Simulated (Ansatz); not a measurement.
Start from Eu in the bcc (W type) structure (space group Im-3m, No. 229; a = 4.388 Å; ferromagnetic; relaxed with 0.1 eV smearing).

Computed with Kohn–Sham DFT with the PBE functional, run in Ansatz (a program for electronic structure) with PAW and 420 eV plane waves, spin-orbit coupling left out.

For the base:

```
Item                         Value
-------------------  -------------
Pressure                   0.0 GPa
Largest site moment        7.03 μB
Magnetic state       ferromagnetic
```

One thing is altered: the cell is scaled by 0.9559 in all directions, atoms relaxed at fixed cell.

**Question.** Estimate the effect on the pressure, energy relative to the base, largest site moment and magnetic state.

**Answer.** The pressure goes from zero to 2.4 GPa; the energy goes up by 36 meV/atom; the largest site moment falls by 0.07 μB to 6.96 μB; the magnetic state is still ferromagnetic.

The magnetic state is the one reached from the starting moments; the real material's order can differ, and small cells can't hold many antiferromagnetic ones. The state of the 4f shell was not checked for lower solutions. The cells carry an imposed strain or load. No phonon test of stability was made.
